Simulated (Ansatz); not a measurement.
**SrVO3 (Pm-3m): resistivity and electron-phonon coupling**

Data:

```
CELL_PARAMETERS angstrom
      3.81025     0.00000     0.00000
      0.00000     3.81025     0.00000
      0.00000     0.00000     3.81025
ATOMIC_POSITIONS crystal
  Sr 0.00000 0.00000 0.00000
  V  0.50000 0.50000 0.50000
  O  0.50000 0.00000 0.50000
  O  0.00000 0.50000 0.50000
  O  0.50000 0.50000 0.00000
```

Calculation: PBEsol, DFPT electron-phonon coupling, linearised Boltzmann equation (plane waves, PAW, scalar-relativistic; Ansatz, a quantum-chemistry and plane-wave program). Geometry: relaxed with this functional, without spin-orbit coupling.

| Item | Value |
|---|---|
| resistivity at 300 K | 12.7 μΩ·cm |
| resistivity at 77 K | 0.58 μΩ·cm |
| electron mean free path at 300 K (weighted by the current that each state carries) | 11.0 nm |
| density of states at the Fermi level | 0.78 states/(eV·spin·cell) |
| Hall coefficient at 300 K | -27 ×10⁻¹¹ m³/C |

A metal at this level (no band gap). Only scattering by harmonic phonons is included (no impurities, grain boundaries, electron-electron scattering or thermal expansion). Spin-orbit coupling is left out. Halving the electron mesh (24x24x24) moves the resistivity by up to 1 % at 300 K, the mean free path by up to 8 %. Smearing 0.20 eV; phonons on a 4x4x4 q mesh, which this run doesn't test and which matters most at low temperature.

Formula and space group known from diffraction (Crystallography Open Database), not checked to be the room-temperature form: SrVO3 (Pm-3m). Treated as nonmagnetic (a ferromagnetic start lost its moment, other orders weren't tried): SrVO3 (Pm-3m).
